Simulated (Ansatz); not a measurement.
By LDA and PBEsol, the system below comes out a metal.

Given:

```
Cu
1.0
    2.52963     0.00000     0.00000
   -1.26481     2.19072     0.00000
    1.26481     0.73024     2.06543
Cu
1
Direct
  0.00000   0.00000   0.00000
```

Space group of this cell: Fm-3m, fcc (Cu type). The cell is taken as given; by PBEsol its mean pressure is -1.9 GPa.

The current runs along the normal of the first two printed vectors, the (111) plane. All runs by Ansatz (a first-principles code), plane waves and PAW, without spin-orbit coupling; the base is PBEsol.

| run | mean pressure (GPa) | G/A, both spins (10¹⁵ S/m²) |
|---|---|---|
| base | -1.9 | 1.11 |
| all lengths scaled by 0.98 | 9.3 | … |
| all lengths scaled by 1.02 | -10.0 | 1.08 |
| lda in place of pbesol | -8.4 | 1.11 |
| lengths across the current scaled by 0.98, ions clamped | 5.3 | 1.13 |
| lengths across the current scaled by 1.02, ions clamped | -7.5 | 1.10 |
| lengths along the current scaled by 0.97, ions clamped | 3.5 | … |
| lengths along the current scaled by 1.03, ions clamped | -6.1 | 1.08 |

**Question.** Complete the blanks.

**Answer.** 
- all lengths scaled by 0.98, G/A, both spins (10¹⁵ S/m²): 1.16
- lengths along the current scaled by 0.97, ions clamped, G/A, both spins (10¹⁵ S/m²): 1.15
